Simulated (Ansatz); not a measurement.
## InP: pressure 2.1 GPa

Take InP in the zinc blende structure (space group F-43m, No. 216; a = 5.907 Å) as the base.

It is then changed as follows: a hydrostatic pressure of 2.1 GPa.

The values are results of r2SCAN (Ansatz, a program for electronic structure; PAW; 500 eV plane waves; no spin-orbit coupling), not measurements. Settings: 10×10×10 k-points, 0.05 eV Fermi–Dirac smearing.

The volume per atom decreases by 0.727 Å³ to 25.04 Å³ and the density rises by 0.137 g/cm³ (4.70 g/cm³ → 4.83 g/cm³). The lattice parameter a falls by 0.056 Å to 5.851 Å and the enthalpy H = E + PV relative to the base's energy comes out as +0.33 eV/atom. The band gap rises by 0.17 eV, from 1.03 eV to 1.20 eV and the gap character is still direct at Γ. The mean gap deformation potential ΔEg/Δln V is -5.8 eV and the width of the top valence band goes up by 0.13 eV (2.90 eV → 3.03 eV). The electron mass changes from 0.074 mₑ (at Γ) to 0.083 mₑ (at Γ) and the hole mass (degenerate bands, along [100]) changes from 0.073, 0.44, 0.44 mₑ (at Γ) to 0.083, 0.42, 0.42 mₑ (at Γ). The valley order (the lowest conduction-band minima on the path, energy above the VBM, named in the base's zone) changes from Γ 1.03 eV; L along ⟨111⟩ 1.80 eV; X along ⟨100⟩ 2.04 eV to Γ 1.20 eV; L along ⟨111⟩ 1.87 eV; X along ⟨100⟩ 2.00 eV.

Final structure:

```
InP
1.0
    0.00000     2.92541     2.92541
    2.92541     0.00000     2.92541
    2.92541     2.92541     0.00000
In P
1 1
Direct
  0.00000   0.00000   0.00000
  0.25000   0.25000   0.25000
```

Load acts through the strain it causes; cell and atoms are relaxed under it. Effective masses come from finite differences of ±0.01 Å⁻¹. Stability against distortions was not tested. Tetrahedral semiconductors of this kind turn to denser phases somewhere between about 1 and 50 GPa; those were not computed, so compressed cells here can lie past the real transition.
